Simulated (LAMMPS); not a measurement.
LAMMPS 22 Jul 2025, classical MD, SNAP (Cu_Zuo_JPCA2020.snapcoeff): Cu, 6912 atoms.

```json
{
  "task": "MD, nve",
  "potential": "SNAP, Cu_Zuo_JPCA2020.snapcoeff Cu_Zuo_JPCA2020.snapparam",
  "copies_of_the_repeat_unit": "12×12×12",
  "shape (slab and sphere leave vacuum in the box)": "bulk",
  "temperature": "800 K",
  "steps": "80",
  "timestep": "1 fs",
  "neighbor_skin": "2 Å",
  "neigh_modify": "every 1 delay 0 check yes",
  "thermo": "100",
  "newton": "on (default)",
  "atom_modify sort (bins of 2 Å where set)": "1000 (default)",
  "comm_style": "brick (default)",
  "box": "43.4 × 43.4 × 43.4 Å",
  "start": "generated fcc lattice, warmed in an untimed run",
  "compared_values": "energy and forces of the first step, drift over the run"
}
```

Hardware: Arm Neoverse V2, 96 cores on 1 socket, no SMT, 1 L3 cache group.

Wall times, medians of two to five repeats, each run alone on the node (launch to exit). Unless noted, each process is bound to its own block of adjacent cores. The build: PyPI wheel: MPICH, OPENMP and OPT packages; another build can shift the numbers. Scratch files lie in a memory file system. A preparatory run goes ahead and isn't timed.

Measured:

| cores | layout | wall time |
|---|---|---|
| 2 | 2 ranks | 31.4 s |
| 8 | 8 ranks | 8.08 s |
| 16 | 16 ranks | 4.19 s |
| 32 | 32 ranks | 2.49 s |
| 48 | 48 ranks | 1.89 s |
| 64 | 64 ranks | 1.55 s |

### Question
Take a serial part s and a parallel part w, T = s + w/p on p cores. What does the fit give for 4 ranks and for 88 ranks, and what is measured?

### Answer
A fit of relative deviations gives s = 0.614 s and w = 59.9 core-seconds; it misses the rows shown by at most 4 %.

```
cores    layout     fit  measured  measured against fit
-----  --------  ------  --------  --------------------
4       4 ranks  15.6 s    15.8 s                  +1 %
88     88 ranks  1.29 s    1.46 s                 +13 %
```

The fit holds no term that grows with the count of cores, while communication and waiting (Comm) rises from 0.11 s on 64 cores to 0.22 s on 88.

Efficiency, counted from 2 cores, is near one half at 88 cores. The time no longer falls beyond 64 cores (1.6 s; the least measured is 1.5 s on 88, level within 8 % or the scatter of repeats). The share that grows most is that of set-up, start and exit outside the loop: from 2.3 % of the time on 2 cores to 21 % on 88. The largest part on 88 cores, pair forces (Pair), takes 31 s on 2 and 0.88 s there.
